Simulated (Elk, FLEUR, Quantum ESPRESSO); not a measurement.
NdCd₃ (Fm-3m, 4 atoms in the cell) computed with different codes at matched settings

Self-consistent single point, at a second geometry (lattice scaled by 0.98). First geometry:

```
CELL_PARAMETERS angstrom
      0.00000     3.62678     3.62678
      3.62678     0.00000     3.62678
      3.62678     3.62678     0.00000
ATOMIC_POSITIONS crystal
  Nd 0.00000 0.00000 0.00000
  Cd 0.25000 0.25000 0.25000
  Cd 0.75000 0.75000 0.75000
  Cd 0.50000 0.50000 0.50000
```
Moments meant for the start (each program seeds them in its own way; μB, in the order of the atoms Nd Cd Cd Cd): 3.0 0.0 0.0 0.0.

Shared settings, as Quantum ESPRESSO writes them: occupations = smearing; smearing = gauss; degauss = 0.0099958 Ry; nspin = 2; K_POINTS = automatic 7 7 7 0 0 0. Potentials and cutoffs stand in the table.

| code | model | size of the net moment (μB/atom) | cutoff |
|---|---|---|---|
| FLEUR | PBEsol, all-electron FLAPW (FLEUR), scalar-relativistic valence | 0.90 | Kmax 3.8 1/bohr |
| Elk | PBEsol, all-electron FP-LAPW, Elk's shipped species files, APW+lo basis with extra local orbitals | 0.90 | rgkmax 7.5 |
| Quantum ESPRESSO | PBEsol, SSSP 1.1.2 efficiency (PBE) pseudopotentials | 0.89 | 50 Ry |

On FLEUR's run: spin-orbit coupling is off. With one magnetic atom in the cell only a parallel order is possible. With U or open f shells several self-consistent states can exist. The f electrons are in the valence without U or exact exchange, which can misplace them near the Fermi level. Spin-orbit terms, which matter for f shells, are left out.

The spread over the programs that give each value: size of the net moment within 0.01 μB/atom.

FLEUR and Elk treat all electrons, but the usual bases taken here (sphere radii, linearisation, local orbitals, empty states) were not tested for convergence, so the values are no reference for the others.

The starting cell comes from a database of computed structures (which also holds hypothetical and non-ambient phases and stackings), without a prior relaxation at this level. For this run, on top of that: lattice scaled by 0.98.

Left out of this page: Ansatz (with a known weakness of the program).
